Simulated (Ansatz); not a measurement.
## What Li interstitial (started 2.66 Å from the nearest host atom) does to InSb

Base system: an 8-atom supercell of InSb in the zinc blende structure (space group F-43m, No. 216; a = 6.519 Å) at its relaxed geometry.

One thing is altered: one Li atom is added in an open site, starting 2.66 Å from the nearest host atom, atoms relaxed at fixed cell, starting from a slightly rattled geometry.

Computed with PBEsol in Ansatz (plane waves to 420 eV, PAW, spin-orbit coupling left out). Settings: 5×5×5 k-points, 0.05 eV Fermi–Dirac smearing.

```tsv
quantity	base	changed	shift
pressure	0.0 GPa	2.4 GPa	+2.4 GPa
largest displacement of a host atom from its site in the perfect cell	–	0.03 Å	–
final site of the added atom	–	4 Sb at 2.83–2.84 Å (tetrahedral)	–
```

Cost of the whole job for the changed cell (relaxation, final SCF and bands): about 14 core-minutes (a rough figure).

In so small a cell the defect repeats every few ångströms: this is an ordered compound, not a dilute defect. All final runs are without spin polarisation. The defect cell is not spin-polarised.

Ansatz is a quantum-chemistry and plane-wave program.
